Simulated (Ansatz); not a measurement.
The starting structures come from a database of crystals and need not be the phases stable at ambient conditions.

 Where the default PAW files enter, the runs use the earlier of Ansatz's two default sets.

**Evanescent states of Mg2FeH6 (Fm-3m, not sure to be the ambient phase, 9 atoms a cell, 7.1 Å³ an atom) along the normal of (111)**

Calculation: r2SCAN (plane waves, PAW; Ansatz, an electronic-structure program).

The gap is the functional's own. No spin-orbit coupling. Mid-gap values are interpolated on the energy grid.

Energies count from the valence-band top; κ is the least over a 12×12 mesh across the current.

```json
[
 {"E (eV)": "0.07", "κ (1/Å)": "0.304", "where": "off Γ"},
 {"E (eV)": "0.20", "κ (1/Å)": "0.483", "where": "off Γ"},
 {"E (eV)": "0.33", "κ (1/Å)": "0.498", "where": "Γ"},
 {"E (eV)": "0.46", "κ (1/Å)": "0.474", "where": "Γ"},
 {"E (eV)": "0.58", "κ (1/Å)": "[?]", "where": "Γ"},
 {"E (eV)": "0.71", "κ (1/Å)": "[?]", "where": "Γ"},
 {"E (eV)": "0.84", "κ (1/Å)": "[?]", "where": "Γ"},
 {"E (eV)": "0.97", "κ (1/Å)": "[?]", "where": "Γ"},
 {"E (eV)": "1.10", "κ (1/Å)": "[?]", "where": "Γ"},
 {"E (eV)": "1.24", "κ (1/Å)": "[?]", "where": "Γ"},
 {"E (eV)": "1.36", "κ (1/Å)": "[?]", "where": "Γ"},
 {"E (eV)": "1.50", "κ (1/Å)": "[?]", "where": "Γ"},
 {"E (eV)": "1.62", "κ (1/Å)": "[?]", "where": "off Γ"},
 {"E (eV)": "1.75", "κ (1/Å)": "[?]", "where": "off Γ"},
 {"E (eV)": "1.89", "κ (1/Å)": "[?]", "where": "off Γ"},
 {"E (eV)": "2.02", "κ (1/Å)": "0.314", "where": "off Γ"},
 {"E (eV)": "2.15", "κ (1/Å)": "0.270", "where": "off Γ"},
 {"E (eV)": "2.27", "κ (1/Å)": "0.215", "where": "off Γ"},
 {"E (eV)": "2.40", "κ (1/Å)": "0.133", "where": "off Γ"}
]
```

**Question.** What belongs in the gaps?

**Answer.** 
- 0.58, κ (1/Å): 0.461
- 0.71, κ (1/Å): 0.452
- 0.84, κ (1/Å): 0.446
- 0.97, κ (1/Å): 0.442
- 1.10, κ (1/Å): 0.439
- 1.24, κ (1/Å): 0.436
- 1.36, κ (1/Å): 0.434
- 1.50, κ (1/Å): 0.432
- 1.62, κ (1/Å): 0.417
- 1.75, κ (1/Å): 0.386
- 1.89, κ (1/Å): 0.352
